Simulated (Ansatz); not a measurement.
In a (10,10) carbon nanotube, spin-degenerate bands cross the Fermi level 2 times between Γ and the zone edge.

Method: PBE (plane waves to 420 eV, PAW; Ansatz, an electronic-structure program). Mesh 1×1×30. No spin polarisation. Periodic along z alone, with about 11 Å of vacuum beside it. An idealised model, rolled from the flat sheet. It keeps the symmetry and period of its start, so it need not be a minimum against all distortions.

### Question
What are the conductance and the two-terminal resistance of a perfect, endless piece?

### Answer
Each crossing on the half of the zone with k > 0 has a partner at −k, so it gives one mode in each direction. Counting spin there are 4 modes, each carrying e²/h = 38.74 μS. G = 4 × 38.74 = 155.0 μS and R = 1/G = 6.45 kΩ, whatever the length. Scattering by phonons, roughness and contacts can only raise R.
